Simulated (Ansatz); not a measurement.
Hf under a change: tensor shear ε_xz = −1.12 %

The parent structure is Hf in the hcp (Mg type) structure (space group P6_3/mmc, No. 194; a = 3.158 Å, c = 5.004 Å; relaxed with 0.1 eV smearing). Axes: x lies along a and z along c of the hexagonal cell.

It is then changed as follows: tensor shear ε_xz = −1.12 % (engineering shear γ = -0.0224), atoms relaxed at fixed cell.

Calculations: plane-wave PAW DFT at the PBEsol level (Ansatz, a program for electronic structure, 420 eV), without spin-orbit coupling, earlier PAW set. Settings: 21×21×12 k-points, 0.1 eV Fermi–Dirac smearing.

| quantity | base | changed | shift |
|---|---|---|---|
| volume per atom | 21.61 Å³ | 21.61 Å³ | 0.00 Å³ |
| space group | P6_3/mmc (No. 194) | C2/c (No. 15) | – |
| shortest interatomic distance | 3.096 Å | 3.067 Å | -0.029 Å |
| energy relative to the base (free energy F) | 0 meV/atom | +1.6 meV/atom | +1.6 meV/atom |
| pressure (mean of the normal stresses, compression positive) | 0.0 GPa | 0.0 GPa | 0.0 GPa |
| band gap | zero | zero | – |
| stress (xx, yy, zz, yz, xz, xy; compression positive) | – | (0.0, 0.0, 0.0, 0.0, 1.1, 0.0) GPa | – |

Final structure:

```xyz
2
Lattice="3.1580 0.0000 -0.0354 -1.5790 2.7349 0.0177 -0.0560 0.0000 5.0044" Properties=species:S:1:pos:R:3 pbc="T T T"
Hf    -0.0420     1.8233     3.7533
Hf     1.5650     0.9116     1.2334
```

Cost of the whole job for the changed cell (relaxation, final SCF and bands): very roughly 2.3 core-minutes.

The cells carry an imposed strain or load. Stability against distortions was not tested. The final runs are not spin-polarised.
